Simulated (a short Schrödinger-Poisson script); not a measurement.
# MOS inversion layer, SiO2 on p-type Ge(100)

Structure: MOS inversion layer, SiO2 on p-type Ge(100), at 400 K.

```csv
layer,material,thickness (nm),Na (cm⁻³)
1,SiO2,4.6,-
2,Ge,720,3.3e17
```

The device is made up for the run: typed textbook-type constants, with dimensions and the other settings drawn at random. SiO2: permittivity 3.9, conduction-band edge (eV) 3.1, gap (eV) 9, electron mass (mₑ) 0.5. Ge: permittivity 16, conduction-band edge (eV) 0, gap (eV) 0.664, Nv at 300 K (cm⁻³) 6e18.

Channel valleys (confinement mass, in-plane density-of-states mass, number): L4 0.12, 0.295, 4. At the gate the conduction-band edge of layer 1 lies 3.22 eV − eVg above the Fermi level of the channel; the field vanishes at the back. Gaps are held at their typed values at every temperature. Mesh 0.03 nm at interfaces.

From a short Schrödinger-Poisson script (our own, NumPy): 1D Poisson equation in equilibrium, electrons quantum, Hartree (BenDaniel-Duke, 12 states a valley, the channel's in-plane mass for all, wave functions ending at the dielectric), parabolic valleys, classical holes, full ionisation, no traps, pinning or gate leakage.

```tsv
Vg (V)	electrons (cm⁻²)	C (μF/cm²)	L4 E0 (meV)	L4 E1 (meV)
-0.2	1.46e8	0.365	502.8	530.2
-0.1	1.72e8	0.319	462.0	501.4
0	2.79e8	0.285	413.3	462.4
0.1	7.92e8	0.259	358.8	415.8
0.2	3.54e9	0.244	300.3	364.0
0.3	1.88e10	0.254	240.4	309.9
0.4	8.72e10	0.334	186.4	260.8
0.5	2.61e11	0.446	147.9	226.3
0.6	5.24e11	0.519	123.2	205.1
0.7	8.38e11	0.560	106.4	191.3
0.8	1.18e12	0.585	94.0	181.7
0.9	1.54e12	0.601	84.3	174.6
1	1.91e12	0.613	76.3	169.1
1.1	2.29e12	0.622	69.5	164.6
1.2	2.68e12	0.629	63.6	161.0
1.3	3.07e12	0.635	58.4	157.9
1.4	3.47e12	0.640	53.7	155.3
1.5	3.86e12	0.644	49.5	153.0
1.6	4.27e12	0.648	45.5	151.0
1.7	4.67e12	0.651	41.9	149.3
1.8	5.08e12	0.654	38.6	147.7
```

Subbands count from the Fermi level.

Only the L valleys are kept; under strong confinement the Δ valleys of Ge fill too.
